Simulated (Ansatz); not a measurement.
The starting structures come from a database of crystals and need not be the phases stable at ambient conditions.

 Where the default PAW files enter, the runs use the earlier of Ansatz's two default sets.

Given:

```yaml
crystal:
  lattice:
    - [4.84693, 0.00000, 0.00000]
    - [0.00000, 7.08994, 0.00000]
    - [0.00000, 0.00000, 4.98540]
  atoms:
    - { symbol: Al, position: [0.74785, 0.39040, 0.03051] }
    - { symbol: Al, position: [0.25215, 0.60960, 0.96949] }
    - { symbol: Al, position: [0.75215, 0.10960, 0.53051] }
    - { symbol: Al, position: [0.24785, 0.89040, 0.46949] }
    - { symbol: Al, position: [0.75215, 0.89040, 0.96949] }
    - { symbol: Al, position: [0.24785, 0.10960, 0.03051] }
    - { symbol: Al, position: [0.74785, 0.60960, 0.46949] }
    - { symbol: Al, position: [0.25215, 0.39040, 0.53051] }
    - { symbol: O, position: [0.89298, 0.65400, 0.10198] }
    - { symbol: O, position: [0.10702, 0.34600, 0.89802] }
    - { symbol: O, position: [0.60702, 0.84600, 0.60198] }
    - { symbol: O, position: [0.39298, 0.15400, 0.39802] }
    - { symbol: O, position: [0.60702, 0.15400, 0.89802] }
    - { symbol: O, position: [0.39298, 0.84600, 0.10198] }
    - { symbol: O, position: [0.89298, 0.34600, 0.39802] }
    - { symbol: O, position: [0.10702, 0.65400, 0.60198] }
    - { symbol: O, position: [0.95060, 0.00000, 0.25000] }
    - { symbol: O, position: [0.04940, 0.00000, 0.75000] }
    - { symbol: O, position: [0.54940, 0.50000, 0.75000] }
    - { symbol: O, position: [0.45060, 0.50000, 0.25000] }
```

Space group of this cell: Pbcn. The cell is taken as given; by r2SCAN its mean pressure is -7.5 GPa.

Computed with r2SCAN (plane waves, PAW; Ansatz, an electronic-structure program).

The current runs along the normal of the first two printed vectors; no spin-orbit coupling. Scaled by the factor s: the length along the current (ions clamped). Meshes 6×4×6 and 6×4 across the current in all rows.

| s | mean pressure (GPa) | band gap (eV) |
|---|---|---|
| 0.97 | 0.3 | ? |
| 1.00 | -7.5 | 6.20 |
| 1.03 | -13.8 | 5.81 |

Task: Take the slope of the band gap against ln s from the two given rows, extrapolate to s = 0.97, and say what the run there gives.

Result: Slope = (5.81 − 6.20) / ln 1.03 = -13.2 eV. The line gives 6.20 + (-13.2) × ln 0.97 = 6.60 eV. The run gives 6.52 eV, 0.08 eV under the line, 20 % of the predicted step.
